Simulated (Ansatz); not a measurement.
What isotropic strain −3.93 % does to HfN

Base system: HfN in the rock salt structure (space group Fm-3m, No. 225; a = 4.525 Å).

Now apply this change: an isotropic linear strain of −3.93 %; the atoms relax in the strained cell.

All numbers come from DFT with r2SCAN, PAW potentials and a 500 eV plane-wave cutoff in Ansatz (a program for electronic structure), no spin-orbit coupling. Γ-centred 18×18×18 mesh, Fermi–Dirac width 0.05 eV.

| quantity | base | changed | shift |
|---|---|---|---|
| volume per atom | 11.59 Å³ | 10.27 Å³ | -1.313 Å³ |
| space group | Fm-3m (No. 225) | Fm-3m (No. 225) | – |
| shortest interatomic distance | 2.263 Å | 2.174 Å | -0.089 Å |
| energy relative to the base (free energy F) | 0 meV/atom | +161 meV/atom | +161 meV/atom |
| band gap | zero | zero | – |

Final structure:

```
HfN
1.0
    0.00000     2.17381     2.17381
    2.17381     0.00000     2.17381
    2.17381     2.17381     0.00000
N Hf
1 1
Direct
  0.00000   0.00000   0.00000
  0.50000   0.50000   0.50000
```

Cost of the whole job for the changed cell (relaxation, final SCF and bands): about 25 core-seconds (a rough figure).

Whether these cells are dynamically stable was not tested. All final runs are without spin polarisation. An odd electron count without spin: HfN.
